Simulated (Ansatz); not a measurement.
We consider Sr2BeN2 (model structure, started from the Ca2ZnN2 type, I4/mmm, No. 139, 5 atoms in the cell), described by G0W0@PBEsol (plane waves, hard PAW, contour deformation; Ansatz, a quantum-chemistry and plane-wave program).

The same calculation (at the PBEsol cell, 16.814 Å³/atom) with different numerical settings; throughout: k mesh 2×2×2:

```
run  response cutoff (eV)  empty bands  quasiparticle gap on the mesh (eV)  quasiparticle gap at Γ (eV)   rough time
---  --------------------  -----------  ----------------------------------  ---------------------------  -----------
1                     100          351                               1.412                        1.412    70 core-s
2                     150          644                               1.530                        1.530   100 core-s
3                     200          992                               1.587                        1.587   7 core-min
4                     250         1386                               1.617                        1.617  20 core-min
5                     300         1822                               1.634                        1.634  30 core-min
```

In the column quasiparticle gap on the mesh (eV) the first row differs from the last by -0.222 and the next to last by -0.017.

The last row is no converged limit: other settings stay fixed.

Spin–orbit coupling is not included.

A model structure was made by putting elements into a prototype or built by hand; it is no filed structure, need not be a known phase, and can be a saddle point held by its symmetry.
